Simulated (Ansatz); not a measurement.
Density of states of RbCl (Pm-3m) below the valence band maximum, PBEsol, rigid bands run with Ansatz (a quantum-chemistry and plane-wave program); cell volume 58.7 Å³.

```
energy from edge (eV)  10⁻³ states/eV/cell
---------------------  -------------------
0.006                                  343
0.031                                  820
0.056                                 1250
0.081                                 1760
0.106                                 3690
0.131                                 6490
0.156                                 8510
0.181                                 8970
0.206                                10000
0.231                                 6750
0.256                                 5620
0.281                                 5070
0.319                                 4540
0.344                                 4310
0.369                                 4140
0.394                                 3990
0.419                                 3870
0.444                                 3800
0.469                                 3740
0.494                                 3640
0.519                                 3640
0.544                                 3580
0.569                                 3550
0.594                                 3530
```

Problem. What effective density of states at 300 K does this give (∫ g(E) exp(−E/k_BT) dE, both spins, divided by the cell's size)?

Solution. 3.5e20 cm⁻³, a density-of-states mass of 5.8 mₑ, valleys and band degeneracy included.

Spin-orbit coupling is left out; where it splits the top of the valence band, N_v and the p-type Seebeck coefficient come out somewhat high without it. Geometry: cell and atoms relaxed with PBEsol.

Computed structure, not matched to a measured one here, so possibly hypothetical: RbCl (Pm-3m).
